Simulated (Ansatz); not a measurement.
Base system: Li2S in the anti-fluorite structure (space group Fm-3m, No. 225; a = 5.7057 Å).

Calculations: DFT with PBE, PAW potentials and a 420 eV plane-wave cutoff in Ansatz (a program for electronic structure), without spin-orbit coupling.

Base values:

- Valley order: X along ⟨100⟩ 3.39 eV; Γ 4.25 eV

Modification: the cell is scaled by 0.9950 in all directions, atoms relaxed at fixed cell.

Task: Estimate the effect on the mean gap deformation potential ΔEg/Δln V, valley order and energy relative to the base.

Result: The mean gap deformation potential ΔEg/Δln V amounts to +0.7 eV; the valley order (the lowest conduction-band minima on the path, energy above the VBM, named in the base's zone) changes from X along ⟨100⟩ 3.39 eV; Γ 4.25 eV to X along ⟨100⟩ 3.38 eV; Γ 4.32 eV; the energy grows by 0.4 meV/atom.

The cells carry an imposed strain or load. Whether these cells are dynamically stable was not tested.
